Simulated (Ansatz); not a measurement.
We consider Si3N4 (P6₃/m, No. 176), described by PBEsol in Ansatz (plane waves, PAW).

Settings: plane-wave cutoff 520 eV, 6×6×12 k mesh (along the axes of the cell as run), scalar-relativistic PAW data made under PBE.

Cell (relaxed at this level):

```yaml
crystal:
  lattice:
    - [7.62444, 0.00000, 0.00000]
    - [-3.81222, 6.60296, 0.00000]
    - [0.00000, 0.00000, 2.91032]
  atoms:
    - { symbol: Si, position: [0.17393, 0.76755, 0.25000] }
    - { symbol: Si, position: [0.40638, 0.17393, 0.75000] }
    - { symbol: Si, position: [0.23245, 0.40638, 0.25000] }
    - { symbol: Si, position: [0.82607, 0.23245, 0.75000] }
    - { symbol: Si, position: [0.59362, 0.82607, 0.25000] }
    - { symbol: Si, position: [0.76755, 0.59362, 0.75000] }
    - { symbol: N, position: [0.33333, 0.66667, 0.25000] }
    - { symbol: N, position: [0.66667, 0.33333, 0.75000] }
    - { symbol: N, position: [0.33000, 0.02961, 0.25000] }
    - { symbol: N, position: [0.30039, 0.33000, 0.75000] }
    - { symbol: N, position: [0.97039, 0.30039, 0.25000] }
    - { symbol: N, position: [0.67000, 0.97039, 0.75000] }
    - { symbol: N, position: [0.69961, 0.67000, 0.25000] }
    - { symbol: N, position: [0.02961, 0.69961, 0.75000] }
```

Problem. What does this level give for the Voigt–Reuss–Hill bulk modulus, Voigt–Reuss–Hill shear modulus (Hill average), Young modulus and Poisson ratio?

Solution. 
- Voigt–Reuss–Hill bulk modulus = 242 GPa
- Voigt–Reuss–Hill shear modulus (Hill average) = 118 GPa
- Young modulus = 304 GPa
- Poisson ratio = 0.291

Elastic constants are with the ions relaxed.

Computed values are for the static lattice.

Computing time: very roughly 40 core-minutes.

Ansatz is an electronic-structure program.
